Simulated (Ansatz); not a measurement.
Take Be in the hcp (Mg type) structure (space group P6_3/mmc, No. 194) as the base.

```
Be
1.0
    2.26371     0.00000     0.00000
   -1.13186     1.96043     0.00000
    0.00000     0.00000     3.56389
Be
2
Direct
  0.33333   0.66667   0.75000
  0.66667   0.33333   0.25000
```

Method: r2SCAN (Ansatz, a first-principles code; PAW; 500 eV plane waves; spin-orbit coupling left out).

For the base:

* **c/a ratio**: 1.574
* **Volume per atom**: 7.91 Å³

Now apply this change: a hydrostatic pressure of 4.5 GPa.

Predict the new c/a ratio and volume per atom.

The c/a ratio increases by 0.0023 (1.574 → 1.577); the volume per atom falls by 0.27 Å³ to 7.64 Å³.

Load acts through the strain it causes; cell and atoms are relaxed under it. No phonon test of stability was made.
